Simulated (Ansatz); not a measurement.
Given:

```xyz
5
Lattice="3.8911 0.0000 0.0000 0.0000 3.8911 0.0000 0.0000 0.0000 3.8911" Properties=species:S:1:pos:R:3 pbc="T T T"
Sr     0.0000     0.0000     0.0000
Ti     1.9456     1.9456     1.9456
O      1.9456     0.0000     1.9456
O      0.0000     1.9456     1.9456
O      1.9456     1.9456     0.0000
```

Level of theory: PBEsol with spin-orbit coupling, rigid bands (plane waves, PAW; Ansatz, a quantum-chemistry and plane-wave program). Geometry: cell and atoms relaxed with PBEsol.

Problem. Predict the hole conductivity mass (n e² τ/σ) at 300 K, by direction if it differs.

Solution. 1.86 mₑ.

Problem. Predict the electron conductivity mass (n e² τ/σ) at 300 K, by direction if it differs.

Solution. 0.65 mₑ.

Problem. And the band gap?

Solution. 1.84 eV at this level; semilocal functionals usually fall short of the measured gap.

Rigid bands, one relaxation time for all states, no polarons.
